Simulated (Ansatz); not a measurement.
Impurities on the Rh site of fcc Rh. The bounds on chemical potentials count only the phases computed here; "not settled" covers levels within 0.1 eV of a band edge and carriers that are partly localised.

These are PBE, PAW (plane waves to 420 eV; Ansatz, a first-principles code) values and carry that method's errors. Cell and caveats: 32-site cell; 6×6×6 shifted k-points; no spin–orbit coupling; finite-size errors of tenths of an eV; the relaxation kept the symmetry of the starting site.

| impurity | neighbours in the neutral state (Å) | moment (μB) | E_f of the neutral state (eV; limit and bounding phases) |
|---|---|---|---|
| B | Rh 2.67, Rh 2.67, Rh 2.67, Rh 2.67, Rh 2.67, Rh 2.67, Rh 2.67, Rh 2.67 (the shell may go on) | not spin-polarised | 1.85 (elements) |
| Pt | Rh 2.73, Rh 2.73, Rh 2.73, Rh 2.73, Rh 2.73, Rh 2.73, Rh 2.73, Rh 2.73 (the shell may go on) | not spin-polarised | -0.09 (elements) |
| S | Rh 2.72, Rh 2.72, Rh 2.72, Rh 2.72, Rh 2.72, Rh 2.72, Rh 2.72, Rh 2.72 (the shell may go on) | not spin-polarised | 1.21 (elements) |
| Cl | Rh 2.76, Rh 2.76, Rh 2.76, Rh 2.76, Rh 2.76, Rh 2.76, Rh 2.76, Rh 2.76 (the shell may go on) | not spin-polarised | 2.81 (elements) |
